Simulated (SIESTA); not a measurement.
Input and output of a self-consistent single point for a (001) slab of Mo2Rh (cut from a parent of space group no. 69; 18 atoms in the cell) (SIESTA).

Computed with GGA PBEsol, numerical atomic orbitals DZP, PseudoDojo PBEsol standard norm-conserving potentials (rewritten from UPF to PSML) (SIESTA 5.4.2).

The change in words: 18 atoms deep slab. Reference geometry:
```yaml
crystal:
  lattice:
    - [2.71443, 0.00000, 0.00000]
    - [-2.85316, 2.71089, 0.00000]
    - [0.00000, 0.00000, 24.13751]
  atoms:
    - { symbol: Mo, position: [0.00000, 0.00000, 0.29001] }
    - { symbol: Mo, position: [0.00000, 0.50000, 0.71000] }
    - { symbol: Mo, position: [0.00000, 0.50000, 0.54646] }
    - { symbol: Mo, position: [0.00000, 0.00000, 0.45354] }
    - { symbol: Rh, position: [0.00000, 0.00000, 0.62823] }
    - { symbol: Rh, position: [0.00000, 0.50000, 0.37177] }
```

Reference input (self-consistent single point, DFT, GGA PBEsol, numerical atomic orbitals DZP, PseudoDojo PBEsol standard norm-conserving potentials (rewritten from UPF to PSML)): XC.functional = GGA; XC.authors = PBEsol; potentials = PseudoDojo PBEsol standard; PAO.BasisSize = DZP; PAO.EnergyShift = 0.01 Ry; MeshCutoff = 350 Ry; kgrid.MonkhorstPack = 8 8 1; OccupationFunction = MP; OccupationMPOrder = 0; ElectronicTemperature = 100 meV; MaxSCFIterations = 150; SCF.Mixer.Method = Pulay. This run's input differs from it in these lines:

```diff
@@ -4,3 +4,3 @@
 
-NumberOfAtoms                6
+NumberOfAtoms                18
 NumberOfSpecies              2
@@ -14,3 +14,3 @@
     -2.853157000    2.710885000    0.000000000
-     0.000000000    0.000000000   24.137509000
+     0.000000000    0.000000000   48.898249000
 %endblock LatticeVectors
@@ -18,8 +18,20 @@
 %block AtomicCoordinatesAndAtomicSpecies
-     0.000000000    0.000000000    6.999998298  1
-    -1.426578500    1.355442500   17.137510702  1
-    -1.426578500    1.355442500   13.190110756  1
-    -2.853157000    2.710885000   10.947301694  1
-     0.000000000    0.000000000   15.163810729  2
-    -1.426578500    1.355442500    8.973601721  2
+     0.000000000    0.000000000    6.999979937  1
+    -1.426578500    1.355442500   17.137564920  1
+    -1.426578500    1.355442500   13.190155973  1
+    -2.853157000    2.710885000   10.947291088  1
+     0.000000000    0.000000000   19.380332009  1
+    -1.426578500    1.355442500   29.517916991  1
+    -1.426578500    1.355442500   25.570508044  1
+    -2.853157000    2.710885000   23.327740956  1
+     0.000000000    0.000000000   31.760684080  1
+    -1.426578500    1.355442500   41.898269063  1
+    -1.426578500    1.355442500   37.950957912  1
+    -2.853157000    2.710885000   35.707995230  1
+     0.000000000    0.000000000   15.163835997  2
+    -1.426578500    1.355442500    8.973611063  2
+     0.000000000    0.000000000   27.544236967  2
+    -1.426578500    1.355442500   21.354012033  2
+     0.000000000    0.000000000   39.924540140  2
+    -1.426578500    1.355442500   33.734413003  2
 %endblock AtomicCoordinatesAndAtomicSpecies
```

Log, with long lists cut:

```
        iscf     Eharris(eV)        E_KS(eV)     FreeEng(eV)     dDmax    Ef(eV) dHmax(eV)
   scf:    1   -41834.662955   -42012.558740   -42012.623269  0.598741 -1.662775 21.528833
   scf:    2   -40440.482688   -41531.384431   -41531.491927  0.689316 -2.957468232.266193
   scf:    3   -40622.760614   -41766.856732   -41766.923109  0.332612 -2.913563190.753626
   scf:    4   -41661.713932   -41821.263088   -41821.311756  0.443027 -2.732521121.981604
   scf:    5   -41940.195666   -41944.737452   -41944.781717  0.384339 -2.832924125.836669
   [... 141 lines left out ...]
   scf:  147   -42066.661901   -42066.662667   -42066.739194  0.001211 -3.725763  0.100755
   scf:  148   -42066.661408   -42066.662430   -42066.738920  0.000994 -3.725693  0.162177
   scf:  149   -42066.662014   -42066.662578   -42066.739055  0.001050 -3.725674  0.178517
   scf:  150   -42066.661442   -42066.662470   -42066.738971  0.001500 -3.725757  0.167990
SCF_NOT_CONV: SCF did not converge in maximum number of steps (required).
SCF_NOT_CONV: SCF did not converge in maximum number of steps (required).
Geom step, scf iteration, dDmax, dHmax:    0   150      0.001500     0.012347
Geom step, scf iteration, dDmax, dHmax:    0   150      0.001500     0.012347

ABNORMAL_TERMINATION
ABNORMAL_TERMINATION
Stopping Program from Node:    0
Stopping Program from Node:    0
```

The run ended unconverged after 150 iterations. 

The starting cell comes from a database of computed structures (which also holds hypothetical and non-ambient phases and stackings), without a prior relaxation at this level. The slab is cut from that crystal, and its faces are unrelaxed. Its lattice was rescaled by up to half a per cent. Values carry the incompleteness of an atom-centred basis.

Cost on one core of a shared machine: roughly 40 min.
